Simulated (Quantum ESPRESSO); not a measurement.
**One base run on Ti₂P₃O₁₂ (R-3c, 34 atoms in the cell) and variants with one or two settings moved**

```xyz
34
Lattice="4.2936 2.4789 7.2578 -4.2936 2.4789 7.2578 0.0000 -4.9579 7.2578" Properties=species:S:1:pos:R:3 pbc="T T T"
Ti     0.0000     0.0000    13.9385
Ti     0.0000     0.0000     7.8350
Ti     0.0000     0.0000    18.7217
Ti     0.0000     0.0000     3.0518
P     -1.2096    -2.8627    12.7012
P      1.2096     2.8627     9.0723
P      3.0840     0.3838    12.7012
P     -3.0840    -0.3838     9.0723
P     -1.8743     2.4789    12.7012
P      1.8743    -2.4789     9.0723
O     -2.7188    -2.7115    12.5259
O      2.7188     2.7115     9.2476
O      3.7076    -0.9988    12.5259
O     -3.7076     0.9988     9.2476
O     -0.9888     3.7103    12.5259
O      0.9888    -3.7103     9.2476
O     -0.9888     1.2476    12.8766
O      0.9888    -1.2476     8.8969
O      1.5748     0.2325    12.8766
O     -1.5748    -0.2325     8.8969
O     -0.5860    -1.4801    12.8766
O      0.5860     1.4801     8.8969
O      3.3311     1.2368    11.4653
O     -3.3311    -1.2368    10.3082
O     -2.7366     2.2664    11.4653
O      2.7366    -2.2664    10.3082
O     -0.5944    -3.5032    11.4653
O      0.5944     3.5032    10.3082
O     -0.5944    -1.4547     6.6793
O      0.5944     1.4547    15.0942
O     -0.9626     1.2421     6.6793
O      0.9626    -1.2421    15.0942
O      1.5570     0.2126     6.6793
O     -1.5570    -0.2126    15.0942
```

Base run A: Quantum ESPRESSO with PBEsol, PseudoDojo standard norm-conserving (PBESOL) pseudopotentials, self-consistent single point.

Its settings: ecutwfc = 85 Ry; occupations = smearing; smearing = marzari-vanderbilt; degauss = 0.0073499 Ry; potentials = {Ti: Ti.upf, P: P.upf, O: O.upf}; K_POINTS = automatic 3 3 3 1 1 1; conv_thr = 1e-10 Ry; mixing_beta = 0.4.

The starting cell comes from a database of computed structures (which also holds hypothetical and non-ambient phases and stackings), without a prior relaxation at this level. Its lattice was rescaled by a random factor within 2.5 % of one. Spin polarisation is off, so a magnetic state, if there is one, cannot be reached.

ΔF is the free energy per atom less that of run A. 

```
run             K_POINTS, ecutwfc  ΔF (meV/atom)  pressure (GPa)  largest force (eV/Å)  k-points
---  ----------------------------  -------------  --------------  --------------------  --------
A    automatic 3 3 3 1 1 1, 85 Ry           0.00            0.64                 0.501         6
B    automatic 1 1 1 1 1 1, 85 Ry          -0.80            0.71                 0.761         1
C    automatic 3 3 3 1 1 1, 42 Ry         1511.9          -62.93                 0.541         6
D    automatic 1 1 1 0 0 0, 85 Ry            3.3            0.77                 0.509         1
E                    gamma, 85 Ry            3.3            0.77                 0.509         1
```

Run D against A: The free energy goes up by 3.3 meV/atom, the pressure goes from 0.64 to 0.77 GPa and the largest force hardly changes (0.501 to 0.509 eV/Å).

Run E against A: The free energy rises by 3.3 meV/atom, the pressure goes from 0.64 to 0.77 GPa and the largest force hardly changes (0.501 to 0.509 eV/Å).
